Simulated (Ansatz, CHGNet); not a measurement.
# Formation enthalpy of hexagonal WC: levels of theory against measurement

Reference value: -0.210 ± 0.009 eV/atom (measured, 298 K, copied from a table, unchecked, not corrected to a static lattice; as tabulated in Wang et al. (2021), doi:10.1038/s41598-021-94550-5).

```json
[
 {"level (code)": "CHGNet 0.3.0", "value (eV/atom)": "0.025"},
 {"level (code)": "PBE (Ansatz)", "value (eV/atom)": "[?]"},
 {"level (code)": "PBE-D4 (Ansatz)", "value (eV/atom)": "-0.192"},
 {"level (code)": "r²SCAN-D4 (Ansatz)", "value (eV/atom)": "-0.194"},
 {"level (code)": "r²SCAN0 (Ansatz)", "value (eV/atom)": "-0.188"}
]
```

Task: Some entries are withheld; supply them.

Result: 
- PBE (Ansatz, an electronic-structure program), value (eV/atom): -0.145

Differences against the reference: CHGNet 0.3.0 +0.235 eV/atom, PBE +0.065 eV/atom, PBE-D4 +0.018 eV/atom, r²SCAN-D4 +0.016 eV/atom, r²SCAN0 +0.022 eV/atom.

Once the reference is moved by up to 0.100 eV/atom (a margin picked here for doubts on the reference and the settings, and for temperature and zero-point motion) and values within 0.010 eV/atom count as equal, the nearest can be r²SCAN-D4 (+0.016 eV/atom), PBE-D4 (+0.018 eV/atom), r²SCAN0 (+0.022 eV/atom) or PBE (+0.065 eV/atom). Among them CHGNet 0.3.0 (+0.235 eV/atom) misses by most.

The reference isn't brought to a static lattice, while the calculations are for one, so the differences are not the levels' errors alone.  Density-functional levels without +SOC have no spin–orbit coupling, which shifts binding energies of heavy elements. r²SCAN0: the run has no spin polarisation, so it can have missed a magnetic state. Each level is taken at its own relaxed cell. Cutoffs and k meshes differ between the levels. Ansatz's density-functional and Hartree–Fock values are scalar-relativistic unless marked +SOC, with PAW data made under PBE.

Machine-learned potentials (CHGNet 0.3.0) are trained on DFT data: a solid inside that data is no test of them.

Differences are worked out from the printed values.
